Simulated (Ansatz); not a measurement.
A computed series for Ta: response to strain

The reference is Ta in the bcc (W type) structure (space group Im-3m, No. 229; a = 3.306 Å; relaxed with 0.1 eV smearing). Axes: x, y, z lie along the cube axes.

Strains are applied to the cell and any free atomic positions relax.

Level of theory: r2SCAN (Ansatz, a first-principles code; PAW; 500 eV plane waves; spin-orbit coupling left out).

Notes on the quantities. energy relative to the base: free energy F; pressure: mean of the normal stresses, compression positive.

| change | energy relative to the base | pressure | volume per atom |
|---|---|---|---|
| base | 0 meV/atom | 0.0 GPa | 18.07 Å³ |
| tensor shear ε_xy = +0.57 % | +0.5 meV/atom | 0.0 GPa | 18.07 Å³ |
| tensor shear ε_xy = +1.14 % | +2.2 meV/atom | 0.1 GPa | 18.07 Å³ |
| tensor shear ε_xy = +0.86 % | +1.2 meV/atom | 0.0 GPa | 18.07 Å³ |
| tensor shear ε_xy = +1.43 % | +3.4 meV/atom | 0.1 GPa | 18.06 Å³ |
| tensor shear ε_xy = +1.71 % | ? | 0.1 GPa | 18.06 Å³ |
| tensor shear ε_xy = +2.00 % | +6.6 meV/atom | 0.2 GPa | 18.06 Å³ |
| tensor shear ε_xy = +0.29 % | +0.1 meV/atom | 0.0 GPa | 18.07 Å³ |

Problem. What belongs in the blanks?

Solution. 
- tensor shear ε_xy = +1.71 %, energy relative to the base: +4.8 meV/atom

No phonon test of stability was made. The final runs are not spin-polarised.
